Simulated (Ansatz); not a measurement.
For Rh in the fcc (Cu type) structure at 700 K, quasi-harmonic lattice dynamics with DFT at the r2SCAN level (Ansatz, a first-principles code) gives a volume expansion coefficient α_V = 31.67 × 10⁻⁶ K⁻¹, an isothermal bulk modulus B_T = 248.0 GPa, a molar volume V_m = 8.431 cm³/mol and C_V = 26.91 J/(mol K). 

Work out the Grüneisen parameter, C_P and the adiabatic bulk modulus.

γ = α_V B_T V_m / C_V = 2.46. C_P − C_V = α_V² B_T V_m T = 1.47 J/(mol K), so C_P = 28.38 J/(mol K). B_S = B_T C_P/C_V = B_T (1 + α_V γ T) = 261.5 GPa.

The PAW data sets were generated under PBE and serve the other functionals too.
